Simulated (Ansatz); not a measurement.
## Response to strain in Ni

Base system: Ni in the fcc (Cu type) structure (space group Fm-3m, No. 225; a = 3.479 Å; ferromagnetic; relaxed with 0.1 eV smearing). Axes: x, y, z lie along the cube axes.

Strains are applied to the cell and any free atomic positions relax; under biaxial strain the out-of-plane vector relaxes too; under stress the whole cell relaxes.

The values are results of r2SCAN/PAW in Ansatz (a first-principles code), without spin-orbit coupling, not measurements.

Notes on the quantities. energy relative to the base: free energy F.

```json
[
 {"change": "base", "energy relative to the base": "0 meV/atom", "volume per atom": "10.53 Å³"},
 {"change": "biaxial strain +2.25 %, plane normal [001], relaxed out of plane", "energy relative to the base": "+8.6 meV/atom", "volume per atom": "10.72 Å³"},
 {"change": "biaxial strain +4.80 %, plane normal [001], relaxed out of plane", "energy relative to the base": "+34 meV/atom", "volume per atom": "___"},
 {"change": "isotropic strain −4.87 %", "energy relative to the base": "+186 meV/atom", "volume per atom": "9.06 Å³"},
 {"change": "isotropic strain −4.79 %", "energy relative to the base": "–", "volume per atom": "9.08 Å³"},
 {"change": "isotropic strain +3.67 %", "energy relative to the base": "+75 meV/atom", "volume per atom": "11.73 Å³"},
 {"change": "uniaxial strain ε_xx = −1.29 %", "energy relative to the base": "+1.7 meV/atom", "volume per atom": "10.39 Å³"},
 {"change": "uniaxial strain ε_zz = −2.10 %", "energy relative to the base": "___", "volume per atom": "10.30 Å³"},
 {"change": "tensor shear ε_yz = +0.80 %", "energy relative to the base": "+1.2 meV/atom", "volume per atom": "10.52 Å³"},
 {"change": "uniaxial stress, 1 GPa compression along x", "energy relative to the base": "+0.2 meV/atom", "volume per atom": "10.51 Å³"}
]
```

Problem. What belongs in the blanks?

Solution. 
- biaxial strain +4.80 %, plane normal [001], relaxed out of plane, volume per atom: 10.89 Å³
- uniaxial strain ε_zz = −2.10 %, energy relative to the base: +4.6 meV/atom

Other magnetic orders, which the real material may have, were not ruled out. Stability under load was not tested beyond the relaxation.
